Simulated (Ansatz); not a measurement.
We consider W₂B (I4/mcm, No. 140, 6 atoms in the cell; start mp-1113), described by LDA (plane waves, PAW; Ansatz, an electronic-structure program).

Numerical settings: plane-wave cutoff 520 eV, 16×16×16 k mesh, Fermi–Dirac smearing 0.05 eV, no spin polarisation, scalar-relativistic PAW data made under PBE.

Cell (relaxed at this level):

```xyz
6
Lattice="-2.7503 2.7503 2.3654 2.7503 -2.7503 2.3654 2.7503 2.7503 -2.3654" Properties=species:S:1:pos:R:3 pbc="T T T"
B      0.0000     0.0000     1.1827
B      0.0000     0.0000     3.5481
W      1.8149     0.9354     2.3654
W      0.9354     1.8149     0.0000
W     -0.9354     1.8149     2.3654
W      3.6856     0.9354     0.0000
```

Q: Estimate the bulk modulus B0 that the calculation returns.

A: 
bulk modulus B0: 360 GPa

Note: the run has no spin polarisation, so it can have missed a magnetic state; the bulk modulus is −V dP/dV from two relaxed cells at ±2 % in volume; the relaxation could not lower the start's symmetry, so the cell can be a saddle point above a distorted one.

Spin–orbit coupling is not included; it can open a gap where bands touch, and shift volumes and moduli.

A start named mp-… is a Materials Project structure, which need not be a measured phase.
